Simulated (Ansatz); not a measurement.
Base system: NaF in the rock salt structure (space group Fm-3m, No. 225; a = 4.701 Å).

All numbers come from PBE/PAW in Ansatz (a program for electronic structure), without spin-orbit coupling.

For the base:

* **Band gap**: 6.09 eV

It is then changed as follows: every lattice vector is stretched by 2.00 %; the atoms relax in the strained cell.

Q: What does the calculation give for the band gap after the change?

A: The band gap falls by 0.295 eV to 5.79 eV.

No phonon test of stability was made.
